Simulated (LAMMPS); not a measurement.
System: Al (fcc) with 90 % of Al sites Co, 4000 atoms, at 300 K and 0 GPa, heated as the crystal.

Method: classical MD, pair style eam/alloy, file CoAl.eam.alloy; code LAMMPS.

Q: Predict the enthalpy per atom, the coordination number of Al by Al, the volume per atom, the first peak of g(r), Al-Al.

A: enthalpy per atom: -4.3741 ± 0.0001 eV; coordination number of Al by Al: 1.18 (counted to 3.14 Å); volume per atom: 11.2349 ± 0.0001 Å³; first peak of g(r), Al-Al: 2.68 Å, height 6.0.

Caution: the random arrangement on this lattice is imposed, and need not be a phase that exists in equilibrium.
